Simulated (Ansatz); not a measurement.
## A computed series for TiTe2: thickness series

Start from TiTe$_{2}$ in the CdI2 type structure (space group P-3m1, No. 164; a = 3.697 Å, c = 6.384 Å; layered, stacked along the Cartesian z axis).

Free-standing slabs (3 atom(s) a layer) normal to the stacking axis with 15 Å of vacuum; in-plane cell relaxed.

Calculations: DFT with PBE-D3(BJ), PAW potentials and a 420 eV plane-wave cutoff in Ansatz (a quantum-chemistry and plane-wave program), spin-orbit coupling left out.

Notes on the quantities. excess energy per area of both faces: slab less bulk energy over the cell's area: twice a surface energy; uncertain by up to 0.2 J/m².

```json
[
 {"variant": "base", "excess energy per area of both faces": "–", "shortest interatomic distance": "5.193 bohr", "thickness between the outermost nuclei": "–"},
 {"variant": "1 layer", "excess energy per area of both faces": "0.63 J/m²", "shortest interatomic distance": "5.216 bohr", "thickness between the outermost nuclei": "3.53 Å"},
 {"variant": "2 layers", "excess energy per area of both faces": "0.7 J/m²", "shortest interatomic distance": "5.186 bohr", "thickness between the outermost nuclei": "9.99 Å"},
 {"variant": "3 layers", "excess energy per area of both faces": "0.7 J/m²", "shortest interatomic distance": "5.186 bohr", "thickness between the outermost nuclei": "___"},
 {"variant": "4 layers", "excess energy per area of both faces": "0.7 J/m²", "shortest interatomic distance": "5.186 bohr", "thickness between the outermost nuclei": "22.77 Å"}
]
```

Problem. What belongs in the blanks?

Solution. 
- 3 layers, thickness between the outermost nuclei: 16.42 Å

Slab and bulk use different k-meshes, which limits the precision of the excess energy. Whether these cells are dynamically stable was not tested. All final runs are without spin polarisation.
